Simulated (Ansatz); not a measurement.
Start from Ta in the bcc (W type) structure (space group Im-3m, No. 229; a = 3.2541 Å; relaxed with 0.1 eV smearing). Axes: x, y, z lie along the cube axes.

The values are results of DFT with LDA, PAW potentials and a 420 eV plane-wave cutoff in Ansatz (a program for electronic structure), no spin-orbit coupling, not measurements.

Base values:

```
Item                            Result
-----------------------------  -------
Shortest interatomic distance  2.818 Å
Pressure                       0.0 GPa
```

Now apply this change: the cell is compressed by 1.00 % along z with no lateral relaxation; the atoms relax in the strained cell.

What does the calculation give for the shortest interatomic distance, energy relative to the base and pressure after the change?

The shortest interatomic distance drops by 0.009 Å (2.818 Å → 2.809 Å); the energy goes up by 1.6 meV/atom; the pressure (mean of the normal stresses, compression positive) goes from zero to 2.2 GPa.

No phonon test of stability was made. All final runs are without spin polarisation.
